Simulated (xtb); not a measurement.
xtb 6.7.1, GFN1-xTB: Hf(OH)2(OMe)(OSiH3) (C[O][Hf]([OH])([OH])[O][SiH3]), 15 atoms. The geometry is a generated start, not checked to be a minimum at this level.

* **run flags**: --grad
* **method**: GFN1-xTB
* **--acc**: 1 (default)
* **--etemp (K)**: 300 (default)
* **basis functions**: 56
* **valence electrons**: 44

```xyz
15

Hf    -0.0815     0.6392     0.0625
O      0.4919     2.4063     0.3603
H     -0.1967     3.0581     0.5361
O     -1.0602     0.0279     1.5300
H     -1.4543    -0.8402     1.3941
O      1.3964    -0.4888    -0.0399
C      2.3356    -0.1013     0.9367
H      1.9218    -0.2660     1.9467
H      3.2418    -0.7104     0.8229
H      2.6079     0.9622     0.8153
O     -1.1816     0.4773    -1.4768
Si    -1.8535    -0.9618    -1.6806
H     -0.9496    -2.0294    -1.1473
H     -2.0791    -1.1436    -3.1143
H     -3.1389    -1.0295    -0.9454
```

Charge 0 and multiplicity 1 are set for this test and not shown to be the ground state.

One run each on 1 thread. Values of broydamp tried: 0.02, 0.05, 0.1, 0.2, 0.4 (default), 0.6, 0.8, 1.

Predict the course of the SCC iterations along this series.

Fewest SCC iterations, within one of each other: 0.6 with 12, 0.8 with 13. The count rises to 28 at 0.02. All converge to one solution.

```
broydamp       SCC iterations            end
-------------  --------------  -------------
0.02                       28  same solution
0.05                       22  same solution
0.1                        16  same solution
0.2                        15  same solution
0.4 (default)              15  same solution
0.6                        12  same solution
0.8                        13  same solution
1                          15  same solution
```
